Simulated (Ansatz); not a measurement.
Take BAs in the zinc blende structure (space group F-43m, No. 216; a = 4.809 Å) as the base.

The values are results of Kohn–Sham DFT with the PBE functional, run in Ansatz (a first-principles code) with PAW and 420 eV plane waves, spin-orbit coupling left out, earlier PAW set, not measurements.

For the base:

| Item | Value |
|---|---|
| Volume per atom | 13.91 Å³ |
| Smallest direct gap | 3.25 eV |

It is then changed as follows: cell and atoms relaxed at a pressure of 100 GPa.

### Question
How does this affect the volume per atom and smallest direct gap?

### Answer
The volume per atom decreases by 4.27 Å³ to 9.64 Å³; the smallest direct gap goes up by 0.60 eV (3.25 eV → 3.85 eV).

Load acts through the strain it causes; cell and atoms are relaxed under it. No phonon test of stability was made. No other phases were tried under pressure.
